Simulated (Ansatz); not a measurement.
SrO under load (space group Fm-3m), PBE, rigid bands (Ansatz, a quantum-chemistry and plane-wave program). Condition of this run: hydrostatic pressure of 3.6 GPa (compression positive) (the target of the relaxation). Band gap 3.29 eV, N_c = 3.32e19 cm⁻³ and N_v = 3.12e20 cm⁻³ at 300 K, conductivity masses of 0.508 mₑ (electrons) and 1.30 mₑ (holes). Take k_BT = 0.02585 eV.

**Question.** A film of it is 2 nm thick. Estimate the confinement energies in an infinite well.

**Answer.** ħ²π²/(2m t²) = 0.376 eV·nm²/(m/mₑ × t²) gives 185 meV for electrons and 72.3 meV for holes, so the gap would widen to about 3.55 eV. Finite barriers and nonparabolic bands lower this, and with several valleys or bands the heaviest mass along the normal sets the lowest level, not this average.

**Question.** Find the intrinsic carrier density and the intrinsic Fermi level.

**Answer.** n_i = √(N_c N_v) exp(−E_g/2k_BT) = 1.02e20 × exp(−63.63) = 2.4e-8 cm⁻³. The level lies (k_BT/2) ln(N_v/N_c) = 29 meV from mid-gap (positive towards the conduction band). Each 0.1 eV added to the gap lowers n_i by a factor of 6.9.

**Question.** What thermal injection velocity √(2k_BT/πm) limits a ballistic channel?

**Answer.** 7.55e6 cm/s for electrons and 4.72e6 cm/s for holes, a ratio of √(m_h/m_e) = 1.60, for dilute carriers.

Rigid bands with the computed gap; masses take one relaxation time for all states. Spin-orbit coupling is left out; where it splits the top of the valence band, N_v and the p-type Seebeck coefficient come out somewhat high without it. Geometry: cell and atoms relaxed with PBEsol.
